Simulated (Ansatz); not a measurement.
Structures of equal composition on the (0001) surface of hcp Ru: a layer of Cu in place of the second plane; a layer of Cu in place of the third plane. The slabs share one bottom face, and each structure is named by its start. These are constructed structures in small cells; real faces may alloy, dewet or reconstruct in larger ones, and not all known structures of the face are among them. Slabs of about 11 Å, Fermi-Dirac smearing of 0.1 eV. Bottom of the slabs: a bare face, its two planes held. Relaxed from the named starts with such symmetry as they have, on meshes of like density; energies extrapolated to zero smearing; spin only where a row says so; no spin-orbit coupling, no U. Brackets mark spin-polarised runs, whose order is one that fits the cell.

Level of theory: PBE (plane waves to 420 eV, PAW; Ansatz, an electronic-structure program).

Task: Put the candidates in order of energy per 1x1 cell, lowest first, for PBE.

Result: a layer of Cu in place of the third plane (0.000 eV), a layer of Cu in place of the second plane (0.282 eV)
